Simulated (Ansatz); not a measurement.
**Pressure series in AlN**

Consider AlN in the rock salt structure (space group Fm-3m, No. 225; a = 4.045 Å; a cell from a computed database, its experimental status unchecked).

Cell and atoms are relaxed at each pressure.

The values are results of PBEsol in Ansatz (plane waves to 420 eV, PAW, without spin-orbit coupling), not measurements.

```
pressure (GPa)  volume per atom (Å³/atom)
--------------  -------------------------
-2                                  8.339
-1                                  8.306
0                                   8.275
0.3                                 8.265
0.7                                 8.253
1.5                                 8.228
3                                       ?
7.5                                 8.054
10                                  7.986
```

### Question
Fit the third-order Birch–Murnaghan form P(V) = (3B₀/2)[(V₀/V)^(7/3) − (V₀/V)^(5/3)]·[1 + (3/4)(B₀′ − 4)((V₀/V)^(2/3) − 1)] (squares taken in P) to the rows shown and predict the withheld row.

### Answer
Least squares on the printed values gives V₀ = 8.275 Å³/atom, B₀ = 263 GPa, B₀′ = 3.8; this predicts 8.183 Å³/atom, and the run gives 8.183 Å³/atom, in agreement.

Load acts through the strain it causes; cell and atoms are relaxed under it. Whether these cells are dynamically stable was not tested. No other phases were tried under pressure. This is not the structure that AlN has at room temperature and ambient pressure.

Ansatz is a first-principles code.
